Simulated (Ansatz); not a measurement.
# Effect of isotropic strain +2.00 % on InAs

Consider InAs in the zinc blende structure (space group F-43m, No. 216; a = 6.186 Å).

The change: the cell is scaled by 1.0200 in all directions, atoms relaxed at fixed cell.

Level of theory: PBE in Ansatz (plane waves to 420 eV, PAW, no spin-orbit coupling). Γ-centred 9×9×9 mesh, Fermi–Dirac width 0.05 eV.

```tsv
quantity	base	changed	shift
volume per atom	29.59 Å³	31.41 Å³	+1.811 Å³
space group	F-43m (No. 216)	F-43m (No. 216)	–
shortest interatomic distance	2.679 Å	2.732 Å	+0.0536 Å
energy relative to the base (free energy F)	0 meV/atom	+15 meV/atom	+15 meV/atom
pressure	0.0 GPa	-2.5 GPa	-2.5 GPa
band gap	zero	zero	–
```

Final structure:

```
InAs
1.0
    0.00000     3.15503     3.15503
    3.15503     0.00000     3.15503
    3.15503     3.15503     0.00000
In As
1 1
Cartesian
  0.00000   0.00000   0.00000
  1.57752   1.57752   1.57752
```

A case with no gap was solved on a k-mesh chosen for an insulator, which is coarse for it. Whether these cells are dynamically stable was not tested. All final runs are without spin polarisation. The zero or small gap of InAs can change with the level of theory.

Ansatz is a first-principles code.
